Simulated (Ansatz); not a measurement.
# Hypothetical cubic perovskite NaCoBr3, pressure series

Start from NaCoBr₃ in the cubic perovskite structure (space group Pm-3m, No. 221; a = 4.969 Å; ferromagnetic; a hypothetical phase, not in the database extracts checked).

Cell and atoms are relaxed at each pressure.

Calculations: plane-wave PAW DFT at the PBEsol level (Ansatz, a program for electronic structure, 420 eV), spin-orbit coupling left out.

```tsv
change	lattice parameter a	largest site moment	magnetic state
base	4.969 Å	1.79 μB	ferromagnetic
pressure −2 GPa	5.093 Å	2.07 μB	ferromagnetic
pressure −1 GPa	5.019 Å	1.88 μB	ferromagnetic
pressure 1.8 GPa	4.886 Å	1.57 μB	ferromagnetic
pressure 4.2 GPa	4.797 Å	1.23 μB	ferromagnetic
pressure 9 GPa	4.668 Å	0.47 μB	ferromagnetic
pressure 18 GPa	4.533 Å	0.38 μB	ferromagnetic
pressure 30 GPa	4.407 Å	0.26 μB	weakly magnetic (sensitive to the mesh)
pressure 45 GPa	4.295 Å	0.00 μB	non-magnetic
pressure 60 GPa	4.209 Å	0.00 μB	non-magnetic
```

Load acts through the strain it causes; cell and atoms are relaxed under it. Stability against distortions was not tested. No other phases were tried under pressure. Starting moments died away, wholly or in part, for pressure 45 GPa and pressure 60 GPa; another magnetic solution may exist. No Hubbard U is applied and the magnetic state is the run's own (NaCoBr3 ferromagnetic; NaCoBr3 weakly magnetic; NaCoBr3 non-magnetic); other magnetic orders, which need larger cells, were not tried and can change the gap. Many cubic perovskites are stable only at high temperature; tilts and polar distortions were not tested.
